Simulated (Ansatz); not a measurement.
Take YN in the rock salt structure (space group Fm-3m, No. 225; a = 4.856 Å) as the base. Axes: x, y, z lie along the cube axes.

Level of theory: PBEsol (Ansatz, a quantum-chemistry and plane-wave program, PAW, spin-orbit coupling left out).

Before the change:

- Valence-band top at Γ: 0.00, 0.00, 0.00 eV
- Shortest interatomic distance: 4.588 bohr

Modification: tensile biaxial strain of 0.42 % in the plane normal to [111], as in epitaxy on a mismatched substrate; the out-of-plane cell vector and the atoms relax.

Q: Estimate the effect on the valence-band top at Γ, shortest interatomic distance, energy relative to the base and out-of-plane strain.

A: The valence-band top at Γ (three highest levels, from the VBM) goes from 0.00, 0.00, 0.00 eV to 0.00, -0.03, -0.03 eV; the shortest interatomic distance rises by 0.010 bohr, from 4.588 bohr to 4.598 bohr; the energy increases by 0.6 meV/atom; the out-of-plane strain amounts to -0.22 %.

The levels and masses belong to the bands next to the band gap. Stability against distortions was not tested.
